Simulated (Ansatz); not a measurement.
# ScOCl (P4/nmm, No. 129, 6 atoms in the cell; start mp-989195): band gap by level of theory

No measured value is used here.

```
level (code)                                      value (eV)
-------------------------------------------  ---------------
LDA (Ansatz)                                      (withheld)
PBEsol (Ansatz)                                   (withheld)
r²SCAN (Ansatz)                              4.43 (indirect)
dielectric-dependent PBEsol hybrid (Ansatz)  6.05 (indirect)
HSE06 (Ansatz)                               5.62 (indirect)
PBE0 (Ansatz)                                6.38 (indirect)
r²SCAN0 (Ansatz)                             6.71 (indirect)
```

Task: Complete the blanks.

Result: 
- LDA (Ansatz, a first-principles code), value (eV): 3.78 (indirect)
- PBEsol (Ansatz), value (eV): 3.90 (indirect)

Computed values are for a static lattice.  Values are at the PBE-D3(BJ) cell. Cutoffs and k meshes differ between the levels. Ansatz's density-functional and Hartree–Fock values are scalar-relativistic unless marked +SOC, with PAW data made under PBE.

A start named mp-… is a Materials Project structure, which need not be a measured phase.
